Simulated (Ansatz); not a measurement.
The parent structure is InP in the zinc blende structure (space group F-43m, No. 216; a = 5.8782 Å).

Levels (all Ansatz, an electronic-structure program, PAW): PBEsol (420 eV, without spin-orbit coupling); r2SCAN (500 eV, spin-orbit coupling left out); HSE06 (420 eV, no SOC).

One geometry, relaxed with PBEsol, under each level:

Notes on the quantities. hole mass: degenerate bands, along [100].

```csv
level,band gap,lowest conduction level above the VBM at special points,electron mass,hole mass,pressure
PBEsol,0.57 eV,Γ 0.57 eV; L 1.38 eV; X 1.65 eV; K 2.25 eV,0.046 mₑ (at Γ),"0.045, 0.43, 0.43 mₑ (at Γ)",0.00 GPa
r2SCAN,(withheld),(withheld),(withheld),(withheld),(withheld)
HSE06,1.45 eV,Γ 1.45 eV; L 2.23 eV; X 2.38 eV,–,–,–
```

Q: Give the withheld r2SCAN results.

A: 
- r2SCAN, band gap: 1.11 eV
- r2SCAN, lowest conduction level above the VBM at special points: Γ 1.11 eV; L 1.84 eV; X 2.02 eV; K 2.64 eV
- r2SCAN, electron mass: 0.079 mₑ (at Γ)
- r2SCAN, hole mass: 0.078, 0.43, 0.43 mₑ (at Γ)
- r2SCAN, pressure: 1.03 GPa

Single points use the geometry relaxed with PBEsol. Their cutoffs differ, which shifts pressures a little. Masses are band curvatures over ±0.01 Å⁻¹ around the edge. Whether these cells are dynamically stable was not tested.
